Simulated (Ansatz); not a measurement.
Amorphous In₉Ga₉Zn₉O₃₇Ag₂, 66 atoms at 6.03 g/cm³, one PBE-relaxed geometry, zone centre. Methods: PBE, scalar-relativistic without spin-orbit coupling (Ansatz, a program for electronic structure); r2SCAN, scalar-relativistic without spin-orbit coupling (Ansatz); HSE06, scalar-relativistic without spin-orbit coupling (Ansatz). Plane waves to 420 eV (r2SCAN 500 eV); exact exchange is cut at the cell's faces. At PBE the levels at the filled edge of the gap are localised (band-tail or defect states). All rungs ran without spin polarisation.

Preparation: random packing, a CHGNet melt and quench, and a DFT relaxation. O atoms were pushed apart under 1.9 Å during the dynamics, to hinder bonds among them. The hot cell started wider than the set density and was brought back towards it in steps. It is the lowest in DFT energy of 2 quenches. It is a model cell: composition and starting density were chosen by hand, and all elements were melted together. No dispersion term was used. Its density started from a set value of 6.03 and ended at 6.03 g/cm³. Cooling (nominally 210 K/ps over its main leg) ran many orders faster than in experiment, which tends to leave more defects and strain. Values belong to this one cell and scatter from quench to quench. The volume was held where the preparation left it and the shape relaxed, at a PBE pressure of 3.4 GPa. Stress components on the final sampling reach 3.5 GPa. On a 2×2×2 Γ-centred mesh force components of up to 0.17 eV/Å stay, since the relaxation ran on the zone centre alone.

The relaxation ran on the zone centre alone. At PBE the level gap is 0.57 eV on a 2×2×2 Γ-centred mesh, and the spacing at the zone centre alone 0.58 eV.

**Question.** What zone-centre spacing does r2SCAN give, roughly?

**Answer.** 0.98 eV (+0.40 eV against PBE).

**Question.** What zone-centre spacing does HSE06 give, roughly?

**Answer.** 2.08 eV (+1.49 eV against PBE).

The highest filled and the lowest empty state spread over these numbers of atoms (participation numbers): PBE: 5.2 and 53.9; r2SCAN: 4.9 and 55.8; HSE06: 5.7 and 57.6.
